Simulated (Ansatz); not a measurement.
**Short convergence ladders for TiTe₂ (P3m1, 3 atoms in the cell)**

```
TiTe2
1.0
    3.83568     0.00000     0.00000
   -1.91784     3.32180     0.00000
    0.00000     0.00000     6.73841
Ti Te
1 2
Cartesian
  0.00000   0.00000   0.05000
  1.91784   1.10727   5.05266
  0.00000   2.21453   1.68575
```

Base method: LDA (PW92), default PAW files made with PBE (plane waves; Ansatz, a quantum-chemistry and plane-wave program).

Base settings: basis.ecutwfc = 420 eV; kpoints.mp_grid.grid = 10 10 5; hamiltonian.xc = lda; hamiltonian.pseudopotentials = {kind: paw} (the program's default PAW files); scf.occupations.method = fermi_dirac; scf.occupations.width = 0.1 eV.

The count of work is k-points × plane waves × bands × iterations; it is no time. 

**The k-point mesh at a smearing width of 0.02 eV**

In this ladder: scf.occupations.width = 0.02 eV.

Only quantities that move along the ladder and can be compared are tabulated.

```tsv
kpoints.mp_grid.grid	free energy less the last step's (meV/atom)	pressure (GPa)	largest difference of a force vector from the last step's (eV/Å)	count of work / last
4 4 2	16.71	-4.98	0.029	0.013
5 5 3	4.91	-4.97	0.029	0.023
6 6 3	0.47	-5.13	0.098	0.032
7 7 4	-2.26	-5.03	0.069	0.053
9 9 5	-1.22	-4.98	0.034	0.082
11 11 6	-0.87	-4.97	0.015	0.16
13 13 7	-0.58	-4.96	0.012	0.21
19 19 10	-0.04	-4.96	0.003	0.59
23 23 12	0.00	-4.96	0.000	1.0
```

Coarsest kpoints.mp_grid.grid that holds the forces within 0.01 eV/Å of the last step, with all finer ones: 19 19 10; the step before is off by 0.012 eV/Å.

Coarsest kpoints.mp_grid.grid that holds the pressure within 0.05 GPa of the last step, with all finer ones: 9 9 5, at 0.082 of the last step's count of work; the step before is off by 0.07 GPa.

Coarsest kpoints.mp_grid.grid that holds the free energy within 2 meV/atom of the last step, with all finer ones: 9 9 5, at 0.082 of the last step's count of work; the step before is off by 2.3 meV/atom.

**The width of Fermi-Dirac smearing**

In this ladder: kpoints.mp_grid.grid = 16 16 8.

Narrow widths need finer meshes than wide ones, so the last steps can hold mesh noise.

Only quantities that move along the ladder and can be compared are tabulated; pressure and forces are left out, as mesh noise rules them at narrow widths.

```tsv
scf.occupations.width	free energy less the last step's (meV/atom)	energy extrapolated to zero width less the last step's (meV/atom)
1 eV	-1223.60	36.68
0.5 eV	-267.73	37.88
0.3 eV	-82.11	10.24
0.2 eV	-32.68	2.06
0.1 eV	-6.30	0.08
0.05 eV	0.00	0.00
```

Widest scf.occupations.width that holds the free energy within 5 meV/atom: not settled: the last two steps still differ by 6.3 meV/atom, over half the tolerance, so the ladder does not show it.

Widest scf.occupations.width that holds the energy extrapolated to zero width within 1 meV/atom of the last step, with all finer ones: 0.1 eV; the step before is off by 2.1 meV/atom.

The extrapolation to zero width removes most of the smearing's effect on the energy.

**The width of cold smearing**

In this ladder: kpoints.mp_grid.grid = 16 16 8; scf.occupations.method = cold.

Narrow widths need finer meshes than wide ones, so the last steps can hold mesh noise.

Only quantities that move along the ladder and can be compared are tabulated; pressure and forces are left out, as mesh noise rules them at narrow widths.

```csv
scf.occupations.width,free energy less the last step's (meV/atom)
0.5 eV,-2.20
0.3 eV,-2.13
0.2 eV,-0.86
0.1 eV,-0.17
0.05 eV,0.00
```

Widest scf.occupations.width that holds the free energy within 1 meV/atom of the last step, with all finer ones: 0.2 eV; the step before is off by 2.1 meV/atom.

Two neighbours can agree and both be off: 0.5 eV and 0.3 eV differ by 0.07 meV/atom in the free energy, yet lie about 2.1 meV/atom from the last step.

On the base run: the starting cell comes from a database of computed structures (which also holds hypothetical and non-ambient phases and stackings), without a prior relaxation at this level. Its lattice was rescaled by up to half a per cent. One atom was moved a little off its site on purpose. Spin polarisation is off, so a magnetic state, if there is one, cannot be reached. In the base run, with a pressure of about -5 GPa the cell is away from its equilibrium volume at this level. Ansatz's pressure includes its estimate of the finite-basis (Pulay) stress.

Left out of this page: 4 runs of the series outside the window shown, repeating another row's setting, or not comparable; 1 run of the series unsound by tests on forces, stress, charge or solver warnings.

Keys are those of Ansatz 0.2.
